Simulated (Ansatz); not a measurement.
The parent structure is WSi2 (space group I4/mmm, No. 139; a = 3.2294 Å, c = 7.8677 Å).

Method: Kohn–Sham DFT with the PBE functional, run in Ansatz (a quantum-chemistry and plane-wave program) with PAW and 420 eV plane waves, no spin-orbit coupling, earlier PAW set.

For the base:

| Property | Value |
|---|---|
| c/a ratio | 2.436 |
| Volume per atom | 13.68 Å³ |

Modification: a hydrostatic pressure of 7 GPa.

Estimate the effect on the c/a ratio and volume per atom.

The c/a ratio increases by 0.0054 to 2.442; the volume per atom drops by 0.41 Å³ (13.68 Å³ → 13.27 Å³).

Load acts through the strain it causes; cell and atoms are relaxed under it. Whether these cells are dynamically stable was not tested. Competing high-pressure phases were not computed. The final runs are not spin-polarised.
